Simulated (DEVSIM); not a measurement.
Device: abrupt Si p-n junction, at 400 K.

```
layer (left to right)  material  thickness (μm)  Nd (cm⁻³)  Na (cm⁻³)  τn (s)  τp (s)
---------------------  --------  --------------  ---------  ---------  ------  ------
1                            Si            3.60          -     4.8e15  9.1e-5  9.1e-5
2                            Si            4.80     4.6e17          -  9.1e-5  9.1e-5
```

Left contact: ohmic. Right contact: ohmic. Voltage is applied to the left contact. Recombination: SRH at mid-gap, radiative, Auger. Mobility is μmin + (μ − μmin)/(1 + (N/Nref)^α).

The device is made up for the run: typed textbook-type constants, with dimensions and the other settings drawn at random. Values at 300 K; Nc and Nv go as T^1.5, mobilities as T to minus their exponent, the gap by Varshni's rule with the affinity fixed.

| parameter | Si |
|---|---|
| gap (eV) | 1.124 |
| affinity (eV) | 4.05 |
| permittivity | 11.7 |
| Nc (cm⁻³) | 2.86e19 |
| Nv (cm⁻³) | 3.1e19 |
| μn (cm²/Vs) | 1417 |
| μp (cm²/Vs) | 470 |
| μn,min | 52 |
| μp,min | 45 |
| Nref,n | 9.7e16 |
| Nref,p | 2.2e17 |
| αn | 0.68 |
| αp | 0.72 |
| T exponent of μn | 2.3 |
| T exponent of μp | 2.2 |
| B (cm³/s) | 4.7e-15 |
| Cn (cm⁶/s) | 2.8e-31 |
| Cp (cm⁶/s) | 9.9e-32 |
| Varshni α (eV/K) | 0.000473 |
| Varshni β (K) | 636 |

DEVSIM, 1D drift-diffusion, Boltzmann statistics, complete ionisation; no tunnelling, impact ionisation, image-force lowering or self-heating.

Question: Give the small-signal capacitance in reverse bias (quasi-static).

Answer: 
```csv
V (V),C (nF/cm²)
-0.4,20.8
-1,16.1
-2,12.5
-3,10.5
-4,9.31
-6,7.76
-8,6.79
-10,6.11
-13,5.39
-16,4.88
-20,4.38
```
